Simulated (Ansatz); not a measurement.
A relaxation of cell and atoms of LaCo5 (P6/mmm, 6 atoms in the cell) with Ansatz (a first-principles code).

Computed with LDA (PW92), PAW files made with PBE (plane waves; Ansatz).

```xyz
6
Lattice="5.0227 0.0000 0.0000 -2.5113 4.3498 0.0000 0.0000 0.0000 3.9604" Properties=species:S:1:pos:R:3 pbc="T T T"
La     0.0000     0.0000     0.0000
Co     0.0000     2.8998     0.0000
Co     2.5113     1.4499     0.0000
Co     2.5113     0.0000     1.9802
Co     1.2557     2.1749     1.9802
Co    -1.2557     2.1749     1.9802
```
Moments meant for the start (each program seeds them in its own way; μB, in the order of the atoms La Co Co Co Co Co): 0.0 3.0 3.0 3.0 3.0 3.0.

Reference input (self-consistent single point, DFT, LDA (PW92), plane waves, PAW files made with PBE): kpoints.mp_grid.grid = 5 5 6; hamiltonian.xc = lda; hamiltonian.pseudopotentials = {kind: paw} (the program's default PAW files); magnetization.spin_polarized = true; scf.occupations.method = fermi_dirac; scf.occupations.width = 0.05 eV. This run's input differs from it in these lines:

```diff
@@ -22,2 +22,4 @@
   occupations: { method: fermi_dirac, width: 0.05 eV }
+relax:
+  cell: {}
 output:
```

Log, with long lists cut:

```
   [... SCF lines of the steps left out ...]
relax step   1: F+E_penalty+E_count = -31389.86683152 eV  Δ(F+E_penalty+E_count) = +0.000e0 eV  max|allowed force component| = 5.782e-18 eV/Å  Δτ_max = 0.0000 Å  P = -11.643 GPa  Ω = 86.525 Å³  (17 SCF iters, dr2 threshold 1.00e-7 eV, accepted)
relax step   2: F+E_penalty+E_count = -31390.12808422 eV  Δ(F+E_penalty+E_count) = -2.613e-1 eV  max|allowed force component| = 2.409e-17 eV/Å  Δτ_max = 0.0000 Å  P = -2.337 GPa  Ω = 80.766 Å³  energy of the carried Pulay correction = +2.744e-3 eV  [...]
   [... lines left out ...]
relax step   5: F+E_penalty+E_count = -31390.13719987 eV  Δ(F+E_penalty+E_count) = -1.862e-5 eV  max|allowed force component| = 1.812e-17 eV/Å  Δτ_max = 0.0000 Å  P = -0.002 GPa  Ω = 79.601 Å³  energy of the carried Pulay correction = +3.319e-3 eV  [...]
relax step   6: F+E_penalty+E_count = -31390.13406951 eV  Δ(F+E_penalty+E_count) = +3.130e-3 eV  max|allowed force component| = 1.812e-17 eV/Å  Δτ_max = 0.0000 Å  P = -0.006 GPa  Ω = 79.601 Å³  stress off target by 8.77e-3 GPa  SCF on the basis [...]
basis re-selected at this cell: Δ(F+E_penalty+E_count) = +3.130e-3 eV, ΔP = -0.004 GPa vs the last step
the relaxation is at rest under the 24 symmetry operations that the run kept from its start: a minimum is not shown …
the relaxation's final electronic state is not compared with the one that a single-point calculation of its input finds at the relaxed geometry …
Magnetization: 6.3305 μB (51.1653 up, 44.8347 down)
   [... lines left out ...]
Absolute magnetization: 7.2640 μB (∫|ρ↑−ρ↓|, with the PAW one-centre terms)
Free energy (F): -31390.134070 eV
Fermi energy:    17.472872 eV
  cell:  # Å, volume = 79.6013 Å³
   [... lines left out ...]
    - { symbol: Co, position: [0.3333333333333333, 0.6666666666666666, 2.6727647100921956e-51] }
    - { symbol: Co, position: [0.6666666666666666, 0.3333333333333333, 8.018294130276587e-51] }
    - { symbol: Co, position: [0.5, -2.1100572237409873e-35, 0.5] }
    - { symbol: Co, position: [0.5, 0.5, 0.5] }
    - { symbol: Co, position: [1.3814372560806665e-35, 0.5, 0.5] }
```

The run converged. 

Summary of the result:
| Quantity | Result |
|---|---|
| Free energy E − TS (on the zero of these files) | -31390.1341 eV |
| Fermi level (on the code's own zero) | 17.47 eV |
| Pressure | -0.01 GPa |
| Size of the cell's spin moment | 6.33 μB |
| Final cell | a = b = 4.861 Å, c = 3.890 Å, α = β = 90.00°, γ = 120.00° |
| Final volume per atom | 13.27 Å³ |
| Relaxation steps | 6 |

The starting cell comes from a database of computed structures (which also holds hypothetical and non-ambient phases and stackings), without a prior relaxation at this level. The magnetic order is the one reached from the typed start; others were not searched systematically. The relaxation keeps the symmetry of its start, so its end need not be a minimum. Ansatz's pressure includes its estimate of the finite-basis (Pulay) stress.

Cost on one core of a shared machine: roughly 50 s.

Keys are those of Ansatz 0.2.
